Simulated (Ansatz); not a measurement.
**Rh2Ge (Pnma, No. 62, 12 atoms in the cell; start mp-22585): properties by level of theory**

```json
[
 {"level (code)": "PBEsol (Ansatz)", "volume per atom (Å³/atom)": "13.69", "formation enthalpy (eV/atom)": "?"},
 {"level (code)": "r²SCAN (Ansatz)", "volume per atom (Å³/atom)": "?", "formation enthalpy (eV/atom)": "-0.468"},
 {"level (code)": "r²SCAN-D4 (Ansatz)", "volume per atom (Å³/atom)": "13.77", "formation enthalpy (eV/atom)": "-0.482"},
 {"level (code)": "r²SCAN+rVV10 (Ansatz)", "volume per atom (Å³/atom)": "13.76", "formation enthalpy (eV/atom)": "-0.483"}
]
```

Q: What belongs in the gaps?

A: 
- PBEsol (Ansatz, a program for electronic structure), formation enthalpy (eV/atom): -0.494
- r²SCAN (Ansatz), volume per atom (Å³/atom): 13.91

Caveats: the relaxation could not lower the start's symmetry, so the cell can be a saddle point above a distorted one (PBEsol, r²SCAN, r²SCAN-D4, r²SCAN+rVV10). Ansatz's density-functional and Hartree–Fock values are scalar-relativistic unless marked +SOC, with PAW data made under PBE.

The crystal itself was run without spin with PBEsol, r²SCAN, r²SCAN-D4, r²SCAN+rVV10; a magnetic state was not tried in these runs.

The computed numbers hold no vibrational or temperature effects.

A start named mp-… is a Materials Project structure, which need not be a measured phase.
